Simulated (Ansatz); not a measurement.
The reference is Os in the hcp (Mg type) structure (space group P6_3/mmc, No. 194; a = 2.754 Å, c = 4.347 Å; relaxed with 0.1 eV smearing). Axes: x lies along a and z along c of the hexagonal cell.

The values are results of Ansatz (a quantum-chemistry and plane-wave program) PBE, no spin-orbit coupling, not measurements.

One thing is altered: the cell is compressed by 1.00 % along z with no lateral relaxation; the atoms relax in the strained cell.

Question: Predict the stress tensor and what it implies for the stiffness.

Answer: Stress of the strained cell less that of the base (GPa, compression positive):
```
    2.3     0.0     0.0
    0.0     2.3     0.0
    0.0     0.0     8.5
```

Then −Δσ_ii/ε with ε = -0.0100 gives relaxed-ion elastic constants: C33 ≈ 845 GPa, C13 ≈ 228 GPa and C23 ≈ 228 GPa.

Whether these cells are dynamically stable was not tested. All final runs are without spin polarisation.
